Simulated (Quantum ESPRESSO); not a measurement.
Quantum ESPRESSO 7.5, DFT, PBE, plane waves, SSSP 1.1.2 efficiency PBE: Al(111) slab of 5 layers, 1x1 (Al5), unrelaxed, 5 atoms. Basis and mesh were picked for this test and aren't claimed converged.

| Property | Value |
|---|---|
| cell | 2.86, 2.86, 23.35 Å; 90, 90, 60° |
| task | scf |
| k mesh | 18×18×1 |
| ecutwfc | 45 Ry |
| ecutrho | 360 Ry |
| occupations | smearing |
| smearing | mv |
| degauss | 0.02 Ry |
| conv_thr | 5e-09 Ry |
| tprnfor | true |
| tstress | false |
| diagonalization | david (default) |
| mixing_mode | plain (default) |
| mixing_beta | 0.7 (default) |
| mixing_ndim | 8 (default) |
| k-points computed | 37 |
| bands | 12 |
| electrons | 15 |
| G-vectors of the density | 129135 |
| FFT grid | 36×36×270 |
| symmetry operations | 12 |

Hardware: Intel Xeon 6 (Granite Rapids), 96 cores on 1 socket, 2 hardware threads a core, 3 L3 cache groups, 3 NUMA nodes.

Times are wall-clock medians of two to five runs, from launch to exit, with nothing else on the machine. Processes are pinned to neighbouring cores unless said otherwise. The build: conda-forge: Open MPI 5.0, OpenMP, OpenBLAS 0.3.34 (pthreads), FFTW, ScaLAPACK, ELPA; another build can shift the numbers. Scratch files lie in a memory file system.

All on 96 ranks. The candidates, on 96 cores each, agree within 1.0 meV/atom in energy, 10 meV/Å in forces (largest component):
A. -nk 8
B. -nk 32
C. -nk 1
D. -nk 24
E. -nk 6

Problem. Which choice gives the shortest wall time?

Solution. E and A, at 2.7 s to 2.9 s, level within 8 % or the scatter of repeats. At the other end B takes 1.8× as long.

```csv
candidate,wall time,repeats,SCF iterations
E,2.7 s,3 runs within 2 %,13
A,2.9 s,3 runs within 1 %,14
D,3.5 s,3 runs within 2 %,14
C,4.7 s,3 runs within 2 %,13
B,4.8 s,3 runs within 1 %,19
```

From the slowest to the fastest: The largest move is in potentials (v_of_rho, newd, PAW_pot): 1.6 s to 0.42 s. Launch, exit and the like take 0.81 s of the 2.7 s.
